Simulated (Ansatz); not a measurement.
A computed series for Nb: response to strain

Start from Nb in the bcc (W type) structure (space group Im-3m, No. 229; relaxed with 0.1 eV smearing).

```xyz
1
Lattice="-1.6557 1.6557 1.6557 1.6557 -1.6557 1.6557 1.6557 1.6557 -1.6557" Properties=species:S:1:pos:R:3 pbc="T T T"
Nb     0.0000     0.0000     0.0000
```

Strains are applied to the cell and any free atomic positions relax.

Level of theory: plane-wave PAW DFT at the PBE level (Ansatz, a quantum-chemistry and plane-wave program, 420 eV), spin-orbit coupling left out.

Candidates:
(a) isotropic strain +5.56 %
(b) isotropic strain −0.82 %
(c) isotropic strain −4.91 %
(d) isotropic strain −5.10 %

Notes on the quantities. energy relative to the base: free energy F.

Q: Order them by energy relative to the base, highest first.

A: (d) isotropic strain −5.10 % (+0.257 eV/atom), (c) isotropic strain −4.91 % (+0.237 eV/atom), (a) isotropic strain +5.56 % (+0.229 eV/atom), (b) isotropic strain −0.82 % (+5.9 meV/atom)

Whether these cells are dynamically stable was not tested. All final runs are without spin polarisation.
